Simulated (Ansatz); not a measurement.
# Ge: element substitutions

The parent structure is Ge in the diamond structure (space group Fd-3m, No. 227; a = 5.676 Å).

Each row replaces one element on all its sites; cell and atoms are relaxed.

Levels (all Ansatz, a quantum-chemistry and plane-wave program, PAW): PBEsol (420 eV, no spin-orbit coupling); r2SCAN (500 eV, no spin-orbit coupling).

Band gaps by level, all at the geometries relaxed with PBEsol:

| case | PBEsol | r2SCAN |
|---|---|---|
| base | zero | 0.35 eV |
| Ge → C | 4.03 eV | 4.38 eV |
| Ge → Ga | zero | zero |
| Ge → Cu | zero | zero |

Single points use the geometry relaxed with PBEsol. Stability against distortions was not tested. As relaxed here, Ga and Cu are hypothetical phases, not in the database extracts checked. All final runs are without spin polarisation. The zero or small gap of Ge can change with the level of theory.
